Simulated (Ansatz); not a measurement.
A computed series for Os: thickness series

Take Os in the hcp (Mg type) structure (space group P6_3/mmc, No. 194; a = 2.738 Å, c = 4.316 Å) as the base. Axes: x lies along a and z along c of the hexagonal cell.

Free-standing slabs (1 atom(s) a layer) normal to the z axis with 15 Å of vacuum; in-plane cell held at bulk.

The values are results of plane-wave PAW DFT at the r2SCAN level (Ansatz, a program for electronic structure, 500 eV), no spin-orbit coupling, not measurements.

Candidates:
(a) 3 layers
(b) 6 layers
(c) 4 layers

Before the change:

- Shortest interatomic distance = 2.675 Å

Question: Order them by shortest interatomic distance, highest first.

Answer: (c) 4 layers (2.617 Å), (a) 3 layers (2.612 Å), (b) 6 layers (2.605 Å)

Stability against distortions was not tested. All final runs are without spin polarisation.
